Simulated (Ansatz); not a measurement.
The reference is Zr in the hcp (Mg type) structure (space group P6_3/mmc, No. 194; a = 3.2459 Å, c = 5.1512 Å).

The other end (x = 1) is Hf in the hcp (Mg type) structure (space group P6_3/mmc, No. 194): 22.35 Å³/atom, gap zero.

Level of theory: r2SCAN, PAW, 500 eV (Ansatz, an electronic-structure program; no SOC), earlier PAW set.

Hf replaces a fraction x of Zr; each row is one arrangement (x, atoms in the cell, starting space group or random), fully relaxed.

One change was made to it. Results:

The deviation of the volume from the linear (Vegard-type) interpolation amounts to 0.0 %; the shortest interatomic distance drops by 0.086 Å (3.185 Å → 3.099 Å).

Problem. Name the change that was made.
(A) x(Hf) = 0.375, 8 atoms, Amm2
(B) x(Hf) = 0.625, 8 atoms, Pm
(C) x(Hf) = 0.375, 8 atoms, Pmm2

Solution. B, x(Hf) = 0.625, 8 atoms, Pm. For comparison, the shortest interatomic distance in the other runs: x(Hf) = 0.375, 8 atoms, Pmm2 gives 3.151 Å; x(Hf) = 0.375, 8 atoms, Amm2 gives 3.154 Å.

These are small ordered cells, not random alloys; other orderings at the same x differ. No phonon test of stability was made. All final runs are without spin polarisation.
